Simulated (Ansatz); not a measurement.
Consider YCo5 (space group P6/mmm, No. 191; a = 4.839 Å, c = 3.895 Å; ferromagnetic).

Calculations: PBEsol in Ansatz (plane waves to 420 eV, PAW, no spin-orbit coupling).

```tsv
level	lattice parameter a	lattice parameter c
PBEsol	4.839 Å	3.895 Å
```

Measured: lattice parameter a 4.951 Å (temperature not stated; as listed in Zeitschrift fuer Metallkunde 82, 73 (1991)); lattice parameter c 3.975 Å (temperature not stated; as listed in Zeitschrift fuer Metallkunde 82, 73 (1991)).

Computed minus measured — lattice parameter a: PBEsol -2.3 %; lattice parameter c: PBEsol -2.0 %. Measured values not marked as corrected hold thermal and zero-point effects that the static-lattice runs lack.

Other magnetic orders, which the real material may have, were not ruled out. Whether these cells are dynamically stable was not tested.

Ansatz is a program for electronic structure.
